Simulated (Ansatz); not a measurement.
Take ZnS in the wurtzite structure (space group P6_3mc, No. 186) as the base.

```yaml
crystal:
  lattice:
    - [3.84511, 0.00000, 0.00000]
    - [-1.92255, 3.32996, 0.00000]
    - [0.00000, 0.00000, 6.30566]
  atoms:
    - { symbol: Zn, position: [0.66667, 0.33333, 0.99985] }
    - { symbol: Zn, position: [0.33333, 0.66667, 0.49985] }
    - { symbol: S, position: [0.66667, 0.33333, 0.62535] }
    - { symbol: S, position: [0.33333, 0.66667, 0.12535] }
```

Cartesian axes are those of the cell as printed.

Level of theory: DFT with PBE, PAW potentials and a 420 eV plane-wave cutoff in Ansatz (an electronic-structure program), no spin-orbit coupling.

For the base:

| Quantity | Value |
|---|---|
| Pressure | 0.00 GPa |
| Gap character | direct at Γ |
| Valence-band top at Γ | 0.00, 0.00, -0.07 eV |

It is then changed as follows: biaxial strain −0.57 %, plane normal [001], relaxed out of plane (Cartesian); in-plane vectors clamped, the third vector and the atoms free.

Problem. Estimate the effect on the pressure.

Solution. The pressure (mean of the normal stresses, compression positive) goes from zero to 0.56 GPa.

Problem. Estimate the effect on the gap character.

Solution. The gap character stays direct at Γ.

Problem. What does the calculation give for the valence-band top at Γ after the change?

Solution. The valence-band top at Γ (three highest levels, from the VBM) becomes 0.00, 0.00, -0.12 eV (base: 0.00, 0.00, -0.07 eV).

Whether these cells are dynamically stable was not tested.
